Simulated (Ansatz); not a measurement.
How far PBE and r2SCAN part for MnSi, pressure 0.9 GPa

The reference is MnSi (space group P2_13, No. 198; a = 4.5176 Å; ferromagnetic).

(Cell as relaxed with PBE.)

Levels (all Ansatz, a program for electronic structure, PAW): PBE (420 eV, no spin-orbit coupling); r2SCAN (500 eV, without spin-orbit coupling).

Each level relaxes its own structure.

| base | PBE | r2SCAN |
|---|---|---|
| volume per atom | 11.53 Å³ | 11.83 Å³ |
| lattice parameter a | 4.518 Å | 4.557 Å |
| band gap | zero | zero |
| largest site moment | 0.98 μB | 2.19 μB |

Perturbation: a hydrostatic pressure of 0.9 GPa.

| quantity | PBE | r2SCAN |
|---|---|---|
| largest site moment | 0.98 μB | 2.18 μB |
| band gap | zero | zero |
| lattice parameter a | 4.511 Å | 4.549 Å |

PBE's largest site moment lies 1.20 μB below r2SCAN's; PBE's lattice parameter a lies 0.038 Å below r2SCAN's (0.8 %); the two agree on the band gap. Neither level is exact; r2SCAN is the comparison here, not a measurement.

The magnetic state is the one reached from the starting moments; the real material's order can differ, and small cells can't hold many antiferromagnetic ones. Load acts through the strain it causes; cell and atoms are relaxed under it. Stability against distortions was not tested.
